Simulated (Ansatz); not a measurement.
## A computed series for As: thickness series

Take As in the A7 type structure (space group R-3m, No. 166; a = 3.746 Å, c = 9.752 Å (hexagonal axes); layered) as the base.

Free-standing slabs (2 atom(s) a layer) normal to the stacking axis with 15 Å of vacuum; in-plane cell relaxed.

Computed with PBEsol-D3(BJ) in Ansatz (plane waves to 420 eV, PAW, no spin-orbit coupling).

Computed cases, in order: 1 layer; 2 layers; 3 layers; 4 layers.

Task: Between which two neighbouring cases does the band gap open or close?

Result: Between 1 layer (1.40 eV) and 2 layers (zero). The whole series: 1 layer: 1.40 eV; 2 layers: zero; 3 layers: zero; 4 layers: zero.

Stability against distortions was not tested.

Ansatz is a quantum-chemistry and plane-wave program.
